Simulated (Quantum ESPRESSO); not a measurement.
Quantum ESPRESSO run on As (R-3m, 2 atoms in the cell): self-consistent single point.

Method: PBE, PSlibrary ultrasoft (PBE) pseudopotentials (plane waves; Quantum ESPRESSO).

```xyz
2
Lattice="3.6988 -1.8894 0.0000 3.6988 1.8894 0.0000 2.7336 0.0000 3.1270" Properties=species:S:1:pos:R:3 pbc="T T T"
As     2.3476     0.0000     0.7246
As     7.8314     0.0000     2.4172
```

Reference input (self-consistent single point, DFT, PBE, plane waves, PSlibrary ultrasoft (PBE) pseudopotentials): ecutwfc = 30 Ry; ecutrho = 180 Ry; occupations = smearing; smearing = fermi-dirac; degauss = 0.0073499 Ry; potentials = {As: As.pbe-n-rrkjus_psl.1.0.0.UPF}; K_POINTS = automatic 6 6 6 0 0 0; conv_thr = 1e-10 Ry. This run's input differs from it in these lines:

```diff
@@ -12,4 +12,4 @@
    ntyp = 1
-   ecutwfc = 30
-   ecutrho = 180
+   ecutwfc = 72
+   ecutrho = 432
    occupations = 'smearing'
```

The program printed (abridged):

```
     Self-consistent Calculation

     iteration #  1     ecut=    72.00 Ry     beta= 0.70

     Threshold (ethr) on eigenvalues was too large:
     Diagonalizing with lowered threshold

     total energy              =     -40.90723478 Ry
     estimated scf accuracy    <       0.00971854 Ry

     iteration #  2     ecut=    72.00 Ry     beta= 0.70

     total energy              =     -40.90737614 Ry
     estimated scf accuracy    <       0.00077774 Ry

     iteration #  3     ecut=    72.00 Ry     beta= 0.70

     total energy              =     -40.90739406 Ry
     estimated scf accuracy    <       0.00000412 Ry

   [... 2 blocks of this kind left out ...]

     iteration #  6     ecut=    72.00 Ry     beta= 0.70

     total energy              =     -40.90739617 Ry
     estimated scf accuracy    <          2.8E-10 Ry

     iteration #  7     ecut=    72.00 Ry     beta= 0.70
     End of self-consistent calculation

     the Fermi energy is     7.3676 ev

!    total energy              =     -40.90739617 Ry
     estimated scf accuracy    <          5.4E-11 Ry
     smearing contrib. (-TS)   =      -0.00056777 Ry
     internal energy E=F+TS    =     -40.90682840 Ry

     convergence has been achieved in   7 iterations

     Forces acting on atoms (cartesian axes, Ry/au):

     atom    1 type  1   force =    -0.01290884    0.00000000   -0.00398433
     atom    2 type  1   force =     0.01290884    0.00000000    0.00398433

     Total force =     0.019106     Total SCF correction =     0.000002

          total   stress  (Ry/bohr**3)                   (kbar)     P=        8.83
  -0.00002043   0.00000000  -0.00003911           -3.01        0.00       -5.75
   0.00000000   0.00010628   0.00000000            0.00       15.63        0.00
  -0.00003911   0.00000000   0.00009420           -5.75        0.00       13.86

   JOB DONE.
```

The run converged in 7 iterations. Against the reference run the free energy goes down by 4.8 meV/atom, the pressure hardly changes (0.85 to 0.88 GPa) and the largest force hardly changes (0.342 to 0.347 eV/Å).

The starting cell has typed, rounded lattice constants, without a prior relaxation at this level. Its lattice was rescaled by up to half a per cent. One atom was moved a little off its site on purpose.
